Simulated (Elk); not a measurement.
Elk 10.2.4, DFT, PBE, spin-polarised, all-electron FP-LAPW, Elk's shipped species files: a generated cell (prototype structure at a guessed volume, not a measured phase) of NdSb (space group P6_3mc), 4 atoms, spin-polarised from a ferromagnetic start. Basis and mesh were picked for this test and aren't claimed converged.

| Property | Value |
|---|---|
| cell | 5.08, 5.08, 8.32 Å; 90, 90, 120° |
| task | ground state |
| xctype | 20 |
| spinpol | true |
| reducebf | 0.5 |
| swidth | 0.004 Hartree |
| k mesh (ngridk) | 6×6×4 |
| maxscl | 100 |
| rgkmax | 7 (default) |
| empty states an atom (nempty) | 4 (default) |
| epspot (Hartree) | 1e-06 (default) |
| epsengy (Hartree) | 0.0001 (default) |
| k-points after symmetry (for each spin) | 28 |
| largest matrix size | 462 |
| valence states | 90 |

One run each.

All on 4 threads, 1 BLAS thread. Base settings, kept where nothing else is said: mixtype = 3 (default), mixsdb = 5 (default), broydpm = [0.4, 0.15] (default), tefvit = false (default) (beta0, autolinengy not set). The settings tried:
- autolinengy = true
- the base settings
- mixtype = 0, beta0 = 0.1
- mixtype = 1, beta0 = 0.05 (default)
- broydpm = [0.4, 0.01]
- mixsdb = 8
- mixsdb = 3
- tefvit = true
- mixtype = 1, beta0 = 0.1
- mixsdb = 2
- broydpm = [0.2, 0.15]
- broydpm = [0.4, 0.5]
- broydpm = [0.1, 0.15]
- broydpm = [0.05, 0.15]
- mixtype = 0, beta0 = 0.3
- broydpm = [0.7, 0.15]
- mixsdb = 12
- mixtype = 1, beta0 = 0.01
- mixsdb = 20

Which settings need the fewest self-consistent loops, which the most, and do any fail to converge?

Fewest self-consistent loops: mixsdb = 20 (39). Most among those that reach the base run's result: broydpm = [0.4, 0.01] (72); autolinengy = true (67); the base settings (65). No convergence: mixtype = 1, beta0 = 0.05 (default) (without self-consistency in 100 loops); mixtype = 1, beta0 = 0.1 (without self-consistency in 100 loops); mixtype = 1, beta0 = 0.01 (without self-consistency in 100 loops); mixtype = 0, beta0 = 0.1 (without self-consistency in 100 loops); mixtype = 0, beta0 = 0.3 (without self-consistency in 100 loops); mixsdb = 2 (without self-consistency in 100 loops); broydpm = [0.05, 0.15] (without self-consistency in 100 loops); tefvit = true (without self-consistency in 100 loops). Converged, but to another result than the base run: mixsdb = 3 (off by energy 140 meV/atom, site moment sizes 0.020 μB; the energy is the lower one); broydpm = [0.1, 0.15] (off by energy 140 meV/atom, site moment sizes 0.020 μB; the energy is the lower one); broydpm = [0.2, 0.15] (off by energy 140 meV/atom, site moment sizes 0.020 μB; the energy is the lower one); broydpm = [0.7, 0.15] (off by energy 140 meV/atom, site moment sizes 0.023 μB; the energy is the lower one); broydpm = [0.4, 0.5] (off by energy 140 meV/atom, site moment sizes 0.023 μB; the energy is the lower one).

```
setting                              self-consistent loops            end
-----------------------------------  ---------------------  -------------
mixsdb = 20                                             39      converged
mixsdb = 3                                              45   other result
broydpm = [0.7, 0.15]                                   49   other result
broydpm = [0.2, 0.15]                                   51   other result
mixsdb = 8                                              52      converged
mixsdb = 12                                             55      converged
broydpm = [0.4, 0.5]                                    59   other result
the base settings                                       65      converged
autolinengy = true                                      67      converged
broydpm = [0.4, 0.01]                                   72      converged
broydpm = [0.1, 0.15]                                   84   other result
mixtype = 1, beta0 = 0.05 (default)                    100  not converged
mixtype = 1, beta0 = 0.1                               100  not converged
mixtype = 1, beta0 = 0.01                              100  not converged
mixtype = 0, beta0 = 0.1                               100  not converged
mixtype = 0, beta0 = 0.3                               100  not converged
mixsdb = 2                                             100  not converged
broydpm = [0.05, 0.15]                                 100  not converged
tefvit = true                                          100  not converged
```

An iteration's cost differs between solvers, so these counts don't give the time.
